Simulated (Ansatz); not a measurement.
MoPt2 (Immm, No. 71), treated with r²SCAN-D4 (plane waves, PAW; Ansatz, a quantum-chemistry and plane-wave program).

Settings: plane-wave cutoff 500 eV, 24×24×24 k mesh, Fermi–Dirac smearing 0.1 eV, no spin polarisation, scalar-relativistic PAW data made under PBE.

Computed at the level's own relaxed cell.

### Question
Estimate the volume per atom that the calculation returns.

### Answer

volume per atom: 15.01 Å³/atom

The run finds no gap.

Note: the relaxation could not lower the start's symmetry, so the cell can be a saddle point above a distorted one.

Spin–orbit coupling is not included.

Computed values are for the static lattice.
